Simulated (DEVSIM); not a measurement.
Device: abrupt Si n-p junction, at 300 K.

Layer 1 from the left is Si, thickness (μm) 71.0, Nd (cm⁻³) 2e16, τn (s) 0.00012, τp (s) 0.00012. Layer 2 from the left is Si, thickness (μm) 0.830, Na (cm⁻³) 2.5e15, τn (s) 0.00012, τp (s) 0.00012.

Left contact: ohmic. Right contact: ohmic. Voltage is applied to the left contact. Recombination: SRH at mid-gap, radiative. Mobility is μmin + (μ − μmin)/(1 + (N/Nref)^α).

Constants are typed, rounded textbook-type inputs, not results; the design itself was drawn at random and stands for no fabricated device. Values at 300 K.

Si: gap (eV) 1.124, affinity (eV) 4.05, permittivity 11.7, Nc (cm⁻³) 2.86e19, Nv (cm⁻³) 3.1e19, μn (cm²/Vs) 1417, μp (cm²/Vs) 470, μn,min 52, μp,min 45, Nref,n 9.7e16, Nref,p 2.2e17, αn 0.68, αp 0.72, B (cm³/s) 4.7e-15.

Model (solved in DEVSIM): 1D drift-diffusion, Boltzmann statistics, complete ionisation; no tunnelling, impact ionisation, image-force lowering or self-heating.

Question: What does the simulation give for the dark forward voltage at 1 A/cm², the largest field in the device at zero bias, the dark forward voltage at 100 A/cm², the potential step across the device at zero bias?

Answer: dark forward voltage at 1 A/cm² 0.500 V; largest field in the device at zero bias 21000 V/cm; dark forward voltage at 100 A/cm² 0.835 V; potential step across the device at zero bias 0.693 V.
